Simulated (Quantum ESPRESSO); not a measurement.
# Quick settings and what they miss: LiCo₂O₄ (P-1, 7 atoms in the cell)

Self-consistent single point.

```
Li(CoO2)2
1.0
    2.88673     0.00000     0.00000
    0.13057     5.07475     0.00000
    0.02327     1.63900     4.83407
Li Co O
1 2 4
Cartesian
  0.00000   0.00000   0.00000
  0.07692   3.35688   2.41703
  1.45500   0.81950   2.41703
  1.60272   4.30695   1.38617
  1.43786   2.40680   3.44790
  0.15671   5.14614   3.41179
  2.88386   1.56761   1.42228
```
Moments meant for the start (each program seeds them in its own way; μB, in the order of the atoms Li Co Co O O O O): 0.0 0.0 3.0 0.0 0.0 0.0 0.0.

Method: PBEsol, GBRV 1.5 ultrasoft (PBESOL) pseudopotentials (plane waves; Quantum ESPRESSO).

Base settings: ecutwfc = 50 Ry; ecutrho = 400 Ry; occupations = smearing; smearing = fd; degauss = 0.0073499 Ry; nspin = 2; K_POINTS = automatic 7 4 4 0 0 0; conv_thr = 1e-11 Ry; mixing_beta = 0.4.

Tight run (finer mesh or higher cutoff; not a proven limit): ecutwfc: 50 Ry → 70 Ry; ecutrho: 400 Ry → 560 Ry; conv_thr: 1e-11 Ry → 7.3e-11 Ry; K_POINTS: automatic 7 4 4 0 0 0 → automatic 10 6 6 0 0 0. It gave Fermi level (on the code's own zero) 7.45 eV; pressure -18.85 GPa; largest force (vector length) 1.799 eV/Å; size of the cell's spin moment 0.90 μB; site moments (μB, in the program's spheres or projections) Li 0.00, Co 0.20, Co 0.54, O 0.02, O 0.02, O 0.03, O 0.03.

Quick runs, as changes from the base:
- A: the base itself
- B: ecutwfc: 50 Ry → 30 Ry; ecutrho: 400 Ry → 240 Ry; smearing: fd → cold; degauss: 0.0073499 Ry → 0.019992 Ry; pseudopotentials: {Li: li_pbesol_v1.4.uspp.F.UPF, Co1: co_pbesol_v1.2.uspp.F.UPF, Co2: co_pbesol_v1.2.uspp.F.UPF, O: o_pbesol_v1.2.uspp.F.UPF} → {Li: li_lda_v1.4.uspp.F.UPF, Co1: co_lda_v1.2.uspp.F.UPF, Co2: co_lda_v1.2.uspp.F.UPF, O: o_lda_v1.2.uspp.F.UPF}; K_POINTS: automatic 7 4 4 0 0 0 → automatic 6 6 6 0 0 0 [LDA (PZ)]
- C: ecutwfc: 50 Ry → 25 Ry; ecutrho: 400 Ry → 200 Ry; pseudopotentials: {Li: li_pbesol_v1.4.uspp.F.UPF, Co1: co_pbesol_v1.2.uspp.F.UPF, Co2: co_pbesol_v1.2.uspp.F.UPF, O: o_pbesol_v1.2.uspp.F.UPF} → {Li: li_lda_v1.4.uspp.F.UPF, Co1: co_lda_v1.2.uspp.F.UPF, Co2: co_lda_v1.2.uspp.F.UPF, O: o_lda_v1.2.uspp.F.UPF}; K_POINTS: automatic 7 4 4 0 0 0 → automatic 4 4 4 0 0 0 [LDA (PZ)]
- D: ecutwfc: 50 Ry → 25 Ry; ecutrho: 400 Ry → 200 Ry; degauss: 0.0073499 Ry → 0.0147 Ry; conv_thr: 1e-11 Ry → 7.3e-05 Ry; K_POINTS: automatic 7 4 4 0 0 0 → automatic 2 2 2 0 0 0

Energies are extrapolated to zero smearing width, which holds to low order in the width alone (under cold and Methfessel-Paxton smearing the free energy itself is taken).

Dashes: energy of B, C, another energy zero; pressure of D, not trusted under this conv_thr with d or f elements; time of D, under 30 s.

† marks runs with another functional, U, potentials or spin treatment: their distance from the tight run is not a convergence error alone.

The count of work is k-points × plane waves × bands × iterations; it is no time. Core times come from one kind of shared machine and are given to one figure; runs under 30 s give none.

The starting cell comes from a database of computed structures (which also holds hypothetical and non-ambient phases and stackings), without a prior relaxation at this level. Its lattice was rescaled by a random factor within 2.5 % of one. The moments shrank to a small part of their start, a low-spin state that need not be the lowest. In the base run, with a pressure of about -19 GPa the cell is away from its equilibrium volume at this level. In the base run, forces exceed 1 eV/Å.

```tsv
run	energy less tight (meV/atom)	pressure less tight (GPa)	largest miss in a force vector (eV/Å)	size of the net moment less tight (μB/atom)	count of work / tight	core time / tight (rough)
A	6.1	-0.23	0.006	0.00	0.20	0.2
B†	–	-37.69	0.217	0.05	0.17	0.3
C†	–	-164.67	0.425	-0.01	0.046	0.09
D	1688.4	–	0.709	-0.08	0.0053	–
```

Among the runs at the tight run's level, the energy misses run from 6.1 to 1688.4 meV/atom.

Left out of this page: 2 runs of the series outside the window shown, repeating another row's setting, or not comparable.
